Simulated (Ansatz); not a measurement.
**Re: pressure series**

Base system: Re in the hcp (Mg type) structure (space group P6_3/mmc, No. 194).

Re is taken in the hexagonal space group P6₃/mmc (No. 194), the hcp (Mg type) structure, Pearson symbol hP2. Conventional cell: a = 2.7752 Å, b = 2.7752 Å, c = 4.4830 Å, α = 90.00°, β = 90.00°, γ = 120.00°. Re on 2d is coordinated by 12 Re at 2.755–2.775 Å (anticuboctahedral). (Neighbours: up to the widest gap in distance over summed covalent radii, below 1.35, at either atom.)

Cell and atoms are relaxed at each pressure.

Levels (all Ansatz, a quantum-chemistry and plane-wave program, PAW, earlier PAW set): PBE (420 eV, no SOC); r2SCAN (500 eV, without spin-orbit coupling).

The base cell above is that of PBE; each level relaxes its own structures.

| case | lattice parameter a, PBE | lattice parameter a, r2SCAN |
|---|---|---|
| pressure −2 GPa | 2.780 Å | 2.763 Å |
| pressure −1 GPa | 2.778 Å | 2.760 Å |
| pressure 3 GPa | 2.768 Å | 2.751 Å |
| pressure 7 GPa | 2.758 Å | 2.742 Å |
| pressure 15 GPa | 2.740 Å | 2.725 Å |
| pressure 30 GPa | 2.711 Å | 2.697 Å |
| pressure 50 GPa | 2.677 Å | 2.665 Å |
| pressure 75 GPa | 2.641 Å | 2.631 Å |
| pressure 100 GPa | 2.610 Å | 2.601 Å |

PBE lies above r2SCAN in every row, by 0.009 Å to 0.018 Å. They put the cases in the same order.

Load acts through the strain it causes; cell and atoms are relaxed under it. No phonon test of stability was made. No other phases were tried under pressure. The final runs are not spin-polarised.
